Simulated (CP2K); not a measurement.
Checking a run of CP2K on Ca3Hg (Pm-3m, 4 atoms in the cell). The aim is a self-consistent single point with DFT LDA (Pade form), GPW, DZVP-MOLOPT-SR-GTH basis, GTH-PADE potentials (GTH_POTENTIALS).

Cell that was meant: a = 5.1002 Å, b = 5.1002 Å, c = 5.1002 Å, α = 90.00°, β = 90.00°, γ = 90.00°.

Part of the input:

```
      PERIODIC XYZ
    &END CELL
    &COORD
      Ca       0.50000000     0.00000000     0.00000000
      Ca       0.00000000     0.50000000     0.00000000
      Ca       0.00000000     0.00000000     0.50000000
      Hg       0.50000000     0.50000000     0.50000000
    &END COORD
    &KIND Ca
      BASIS_SET DZVP-MOLOPT-SR-GTH
```

The program printed (abridged):

```
 GLOBAL| Method name                                                        CP2K
   [... lines left out ...]
                        No outer SCF

 Extrapolation method: initial_guess

 Number of electrons:                                                         42
 Number of occupied orbitals:                                                 21
 Number of molecular orbitals:                                                29

 Number of orbital functions:                                                 67
 Number of independent orbital functions:                                     67
 SCF WAVEFUNCTION OPTIMIZATION

  Step     Update method      Time    Convergence         Total energy    Change
     1 NoMix/Diag. 0.30E+00      -   382.73838385       -57.3930234958 -5.74E+01
     2 Broy./Diag. 0.30E+00      -    49.10321617       -22.3534087478  3.50E+01
     3 Broy./Diag. 0.30E+00      -   158.79426678       -44.5171067738 -2.22E+01
     4 Broy./Diag. 0.30E+00      -    55.74284372       -56.8032554260 -1.23E+01
     5 Broy./Diag. 0.30E+00      -    13.61565522       -50.0711491905  6.73E+00
     6 Broy./Diag. 0.30E+00      -    10.87572439       -52.4472688727 -2.38E+00
   [... 24 lines left out ...]
    31 Broy./Diag. 0.30E+00      -     0.00000707       -56.2352730781 -1.66E-06
    32 Broy./Diag. 0.30E+00      -     0.00000865       -56.2352716863  1.39E-06
    33 Broy./Diag. 0.30E+00      -     0.00000124       -56.2352739199 -2.23E-06
    34 Broy./Diag. 0.30E+00      -     0.00000025       -56.2352738249  9.49E-08
  *** SCF run converged in    34 steps ***

  Overlap energy of the core charge distribution:              17.74305865915049
  Self energy of the core charge distribution:               -288.26204633087798
  Core Hamiltonian energy:                                    151.79586849681456
  Hartree energy:                                              93.33800479995971
  Exchange-correlation energy:                                -30.84676944292260
  Smearing free energy correction:                             -0.00339000695739
  Fermi energy:                                                -0.06902929195954

  Total energy:                                               -56.23527382494262

 ENERGY| Total FORCE_EVAL ( QS ) energy [hartree]            -56.235273604961854

   [... lines left out ...]
 STRESS|                        x                   y                   z
 STRESS|      x        3.19883165610E+07   1.65500692084E+06   1.65500862322E+06
 STRESS|      y        1.65500692084E+06   3.19883179945E+07   1.65500735021E+06
 STRESS|      z        1.65500862322E+06   1.65500735021E+06   3.19883179132E+07
 STRESS| 1/3 Trace                                             3.19883174896E+07
```

Problem. Is this run sound? If not, what is wrong?

Solution. The run is not sound. The fault is fractional and Cartesian coordinates mixed up. The same three numbers mean different points as fractional and as Cartesian coordinates. To fix it, make label and numbers agree, by changing either. The run converged in 34 iterations without an error; against the sound input the free energy goes up by 647 eV/atom, the pressure goes from -2.21 to 3199 GPa and the largest force goes from 0.000 to 5154 eV/Å.

An input that runs soundly differs in these lines (not the only fix; some lines may just follow from the change or write a value another way):
```diff
-      Ca       0.50000000     0.00000000     0.00000000
-      Ca       0.00000000     0.50000000     0.00000000
-      Ca       0.00000000     0.00000000     0.50000000
-      Hg       0.50000000     0.50000000     0.50000000
+      Ca       2.55009000     0.00000000     0.00000000
+      Ca       0.00000000     2.55009000     0.00000000
+      Ca       0.00000000     0.00000000     2.55009000
+      Hg       2.55009000     2.55009000     2.55009000
```

With that input, the run converged in 14 iterations: free energy E − TS -4119.5724 eV; Fermi level (on the code's own zero) 5.26 eV; pressure -2.21 GPa (DFT LDA (Pade form), GPW, DZVP-MOLOPT-SR-GTH basis, GTH-PADE potentials (GTH_POTENTIALS)).

On the sound input: the starting cell comes from a database of computed structures (which also holds hypothetical and non-ambient phases and stackings), without a prior relaxation at this level. Values carry the incompleteness of an atom-centred basis.
